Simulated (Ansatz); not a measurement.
Consider WSe2 in the rutile structure (space group P4_2/mnm, No. 136; a hypothetical phase, not in the database extracts checked).

```
WSe2
1.0
    6.15060     0.00000     0.00000
    0.00000     6.15060     0.00000
    0.00000     0.00000     3.31098
W Se
2 4
Direct
  0.50000   0.50000   0.50000
  0.00000   0.00000   0.00000
  0.78463   0.78463   0.50000
  0.28463   0.71537   0.00000
  0.71537   0.28463   0.00000
  0.21537   0.21537   0.50000
```

Levels (all Ansatz, an electronic-structure program, PAW): PBEsol (420 eV, no spin-orbit coupling); PBEsol+SOC (420 eV, spin-orbit coupling included).

The geometry is relaxed with PBEsol.

| Item | Result |
|---|---|
| PBEsol pressure | 0.0 GPa |

Q: What does PBEsol+SOC give at this geometry for the pressure?

A: The pressure goes from zero to 0.2 GPa.

Single points use the geometry relaxed with PBEsol. Differences between runs with and without spin-orbit coupling are approximate. Whether these cells are dynamically stable was not tested. The runs without spin-orbit coupling are not spin-polarised. WSe2 has a high density of states at the Fermi level and may be magnetic at this level.
